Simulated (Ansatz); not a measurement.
**Effect of uniaxial stress, 2 GPa compression along z on Ni2Si**

Consider Ni2Si (space group Pnma, No. 62; a = 5.021 Å, b = 3.731 Å, c = 7.076 Å; non-magnetic). Axes: x, y, z lie along a, b, c of the conventional cell.

The change: uniaxial stress, 2 GPa compression along z; all other stress components relax to zero.

Level of theory: PBE (Ansatz, a program for electronic structure), scalar-relativistic without spin-orbit coupling, earlier PAW set. Γ-centred 8×10×6 mesh, Fermi–Dirac width 0.05 eV.

```csv
quantity,base,changed,shift
volume per atom,11.05 Å³,11.02 Å³,-0.03 Å³
space group,Pnma (No. 62),Pnma (No. 62),–
shortest interatomic distance,2.311 Å,2.294 Å,-0.017 Å
energy relative to the base (free energy F),0 meV/atom,+0.6 meV/atom,+0.6 meV/atom
band gap,zero,zero,–
"strain response (xx, yy, zz) (rough)",–,"(+0.44, +0.24, −0.90) %",–
```

Final structure:

```
Ni2Si
1.0
    5.04306     0.00000     0.00000
    0.00000     3.73969     0.00000
    0.00000     0.00000     7.01258
Ni Si
8 4
Direct
  0.53902   0.25000   0.79636
  0.03902   0.25000   0.70364
  0.46098   0.75000   0.20364
  0.96098   0.75000   0.29636
  0.16905   0.25000   0.06086
  0.66905   0.25000   0.43914
  0.83095   0.75000   0.93914
  0.33095   0.75000   0.56086
  0.71451   0.25000   0.11370
  0.21451   0.25000   0.38630
  0.28549   0.75000   0.88630
  0.78549   0.75000   0.61370
```

Without a gap, meshes like the base's 8×10×6 leave anisotropic stresses uncertain by several tenths of a GPa, and small strain energies with them. Beyond what the load breaks, stability against distortions was not tested. Seeded moments were not kept for the base. All final runs are without spin polarisation.
